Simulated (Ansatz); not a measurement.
Results of PBE in Ansatz (plane waves, PAW) for L1₀ (CuAu-type) CuAu.

Run with plane-wave cutoff 500 eV, 20×20×16 k mesh (along the axes of the cell as run), Fermi–Dirac smearing 0.1 eV, no spin polarisation, scalar-relativistic PAW data made under PBE.

Computed at the level's own relaxed cell.

Problem. What does this level give for the equilibrium volume per atom, lattice parameter a and c axis length?

Solution. 
equilibrium volume per atom: 15.00 Å³/atom
lattice parameter a: 2.869 Å
c axis length: 3.647 Å

Measured, for comparison: lattice constant a 2.8 Å (temperature not stated, not corrected to a static lattice; as tabulated in Nepal et al. (2019), arXiv:1905.09348); lattice parameter c 3.67 Å (temperature not stated, not corrected to a static lattice; as tabulated in Mehl et al. (2016), arXiv:1607.02532). Computed (rounded) less measured: lattice constant a +2.5 %, lattice parameter c -0.6 %. A static lattice is as a rule a little smaller and stiffer than an uncorrected measurement, which narrows the difference in the lattice parameter c and would widen misses of the other sign.

Spin–orbit coupling is not included; it can shift volumes and moduli of such heavy elements.

The computed numbers hold no vibrational or temperature effects.

Ansatz is a quantum-chemistry and plane-wave program.
